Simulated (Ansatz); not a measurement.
**CrI3 with two functionals**

Start from CrI3 in the BiI3 type structure (space group R-3, No. 148; a = 6.818 Å, c = 19.476 Å (hexagonal axes); ferromagnetic; layered, stacked along the Cartesian z axis).

(Cell as relaxed with PBE-D3(BJ).)

Levels (all Ansatz, an electronic-structure program, PAW, earlier PAW set): PBE-D3(BJ) (420 eV, without spin-orbit coupling); r2SCAN+rVV10 (500 eV, no spin-orbit coupling).

Each level relaxes its own structure.

```tsv
quantity	PBE-D3(BJ)	r2SCAN+rVV10
volume per atom	32.67 Å³	34.09 Å³
lattice parameter a	12.884 bohr	13.023 bohr
lattice parameter c	36.804 bohr	37.590 bohr
band gap	1.09 eV	1.33 eV
gap character	indirect, k = (0.167, 0.167, -1/3) in the run's primitive reciprocal basis → T	indirect, Γ → T
magnetic state	ferromagnetic	ferromagnetic
largest site moment	2.92 μB	3.06 μB
```

PBE-D3(BJ)'s volume per atom lies 1.42 Å³ below r2SCAN+rVV10's (4.2 %); PBE-D3(BJ)'s lattice parameter a lies 0.1395 bohr below r2SCAN+rVV10's (1.1 %); PBE-D3(BJ)'s lattice parameter c lies 0.786 bohr below r2SCAN+rVV10's (2.1 %); PBE-D3(BJ)'s band gap lies 0.247 eV below r2SCAN+rVV10's; they disagree on the gap character; PBE-D3(BJ)'s largest site moment lies 0.14 μB below r2SCAN+rVV10's; the two agree on the magnetic state. Neither level is exact; r2SCAN+rVV10 is the comparison here, not a measurement.

Other magnetic orders, which the real material may have, were not ruled out. With I present, leaving out spin-orbit coupling can change the band edges. No phonon test of stability was made.
